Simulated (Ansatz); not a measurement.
Results of LDA in Ansatz (PAW) for antifluorite K2Te.

Settings: plane-wave cutoff 520 eV, 8×8×8 k mesh, Fermi–Dirac smearing 0.01 eV, scalar-relativistic PAW data made under PBE.

Cell (relaxed at this level):

Space group Fm-3m (No. 225); a = b = c = 7.929 Å, α = β = γ = 90.00°

```json
[
 {"atom": "K", "site": "8c", "symmetry": "-43m", "x": "0.2500", "y": "0.2500", "z": "0.2500"},
 {"atom": "Te", "site": "4a", "symmetry": "m-3m", "x": "0.0000", "y": "0.0000", "z": "0.0000"}
]
```
(The calculation used a cell of 3 atoms; values per cell refer to that cell.)

**Question.** Predict the band gap and smallest direct gap on the k points sampled.

**Answer.** 
* **band gap**: 2.14 eV
* **smallest direct gap on the k points sampled**: 2.24 eV

Note: the volume lies 8 % below that of the published cell.

Spin–orbit coupling is not included; with these elements it can move the gap by several tenths of an eV or more.

Computed values are for the static lattice.

Ansatz is a first-principles code.
